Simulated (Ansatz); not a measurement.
System: F vacancy in rutile-type MgF2 (charge state +1). Calculation: PBE, PAW (plane waves to 420 eV; Ansatz, a first-principles code).

Cell of 72 host sites held at the relaxed PBE lattice; the Γ point alone; Fermi-Dirac width 0.01 eV, spin-restricted; finite-size errors left in. Static, classical nuclei. The charge state is imposed; whether it is stable for some Fermi level was not computed. Forms of the defect that were not tried may lie lower.

Barriers: single points on a 2×2×2 k-point mesh shifted by half a step at the bands' geometries.

The step: one F atom jumps into the vacancy from a nearby F site; the atom moves 2.69 Å along (0.10, 0.47, -0.47) of the unit cell; the moving atom starts with neighbours F at 2.55; Mg at 1.98, 2 Mg at 2.05 Å and ends with Mg at 1.98, Mg at 2.05, Mg at 2.08 Å.

Task: What is the computed migration barrier of this step (PBE, PAW)?

Result: 707 meV, the same both ways. At the saddle the moving atom has neighbours Mg at 1.91, Mg at 2.29 Å. The program found a first-order saddle point.
